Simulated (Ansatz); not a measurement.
HgTe, response to strain

Start from HgTe in the zinc blende structure (space group F-43m, No. 216).

```xyz
2
Lattice="0.0000 3.2549 3.2549 3.2549 0.0000 3.2549 3.2549 3.2549 0.0000" Properties=species:S:1:pos:R:3 pbc="T T T"
Hg     0.0000     0.0000     0.0000
Te     1.6274     1.6274     1.6274
```

Strains are applied to the cell and any free atomic positions relax.

All numbers come from PBEsol (Ansatz, a quantum-chemistry and plane-wave program, PAW, no spin-orbit coupling).

| isotropic strain (%) | pressure (GPa) |
|---|---|
| -2 | 3.0 |
| -1.5 | 2.1 |
| -0.5 | 0.7 |
| 0 | 0.0 |
| 0.5 | ? |
| 1.5 | -1.7 |
| 2 | -2.1 |
| 2.5 | -2.6 |
| 3 | -3.0 |

Question: Fit P = P₀ − Bδ + Cδ² with δ = (1 + ε)³ − 1 to the rows shown and predict the withheld row.

Answer: Least squares on the printed values gives P₀ = 0.0 GPa, B = 42.9 GPa, C = 115 GPa (largest residual 0.1 GPa); this predicts -0.6 GPa, and the run gives -0.6 GPa, in agreement.

The mesh was chosen for an insulator and is coarse for the gapless case. No phonon test of stability was made. All final runs are without spin polarisation.
